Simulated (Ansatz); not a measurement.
Consider MgF₂ in the rutile structure (space group P4_2/mnm, No. 136; a = 4.6389 Å, c = 3.0624 Å).

Method: PBEsol (Ansatz, a program for electronic structure, PAW, spin-orbit coupling left out).

Before the change:

The band gap is 6.89 eV and the lattice parameter a is 4.639 Å. The valence-band top at Γ comes out as 0.00, -0.32, -0.32 eV.

One thing is altered: hydrostatic tension (pressure −1 GPa).

Problem. How does this affect the band gap?

Solution. The band gap drops by 0.07 eV to 6.82 eV.

Problem. Estimate the effect on the lattice parameter a.

Solution. The lattice parameter a rises by 0.0175 Å, from 4.639 Å to 4.656 Å.

Problem. What does the calculation give for the valence-band top at Γ after the change?

Solution. The valence-band top at Γ (three highest levels, from the VBM) remains 0.00, -0.32, -0.32 eV.

Load acts through the strain it causes; cell and atoms are relaxed under it. Whether these cells are dynamically stable was not tested. The base started in Pnnm and relaxed to P4_2/mnm at this level.
